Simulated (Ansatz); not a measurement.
Gap of an armchair WS2 nanoribbon, N = 10, bare edges at several levels, all on one geometry.

Levels: PBE (plane waves to 420 eV, PAW; Ansatz, a quantum-chemistry and plane-wave program); PBE with spin-orbit coupling run with Ansatz; r2SCAN (plane waves to 500 eV, PAW; Ansatz). Unmarked values and the geometry are of the first. Mesh 1×1×6. No spin polarisation, so a magnetic state wasn't tested. It repeats along c; a and b span vacuum. An idealised model, cut from the flat sheet. It keeps the symmetry and period of its start, so it need not be a minimum against all distortions. Values not marked SOC lack spin–orbit coupling.

| level | gap (eV) |
|---|---|
| PBE | 0.41 |
| PBE+SOC | (withheld) |
| r2SCAN | 0.59 |

Q: Complete the blanks.

A: 
- PBE+SOC, gap (eV): 0.40
